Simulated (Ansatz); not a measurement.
# ZnS: energy against strain

ZnS (zinc blende, F-43m, 19.564 Å³/atom at rest, cube axes along x, y and z) under a strain ε along a cube axis (axis z), the other axes held. r2SCAN in Ansatz, a plane-wave DFT program (PAW, default set), 500 eV, 11×11×11 Γ-centred mesh, Fermi-Dirac smearing 0.05 eV; ions are relaxed within the symmetry of each cell.

Here s stands for strain and y for E less E0.

```
strain (%)  E less E0 (meV/atom)
----------  --------------------
-3.00                          ?
-1.50                       1.49
-1.00                       0.66
-0.50                       0.16
0.00                        0.00
0.50                        0.16
1.00                        0.65
1.50                        1.46
```

Q: Using a parabola, estimate the missing y at s = -3.00 from the other rows, showing the fit.

A: Least squares gives y = -0.002 - 0.0079·s + 0.6567·s². Residuals (row less fit): 0.003, -0.003, -0.006, 0.002, 0.002, 0.003, -0.004; standard error 0.005 (degrees of freedom: 4). Twice the quadratic coefficient over the volume, 2 × 0.6567 meV × 10⁴ × 0.1602 / 19.564 Å³, is the elastic constant C11 = 108 ± 0.3 GPa. At the withheld row, y = -0.002 - 0.0079 × (-3.0) + 0.6567 × (-3.0)² = 5.932 meV/atom. The calculation gives 6.04 meV/atom, 0.108 meV/atom above the prediction (1.8 % of the range of y in the table). The row lies outside the fitted rows, so this is an extrapolation. The fitted rows scatter only by rounding.

One order more, fitted to all 13 runs of the series, follows each within 0.01, so the miss is the next term of a smooth law. Rows are the converged runs of the series near zero and its far end; series whose fitted rows scatter by over a few per cent of the range, as at a crossing or softening among them, aren't shown in this form. Most that stay on the fit to the last digits aren't either.
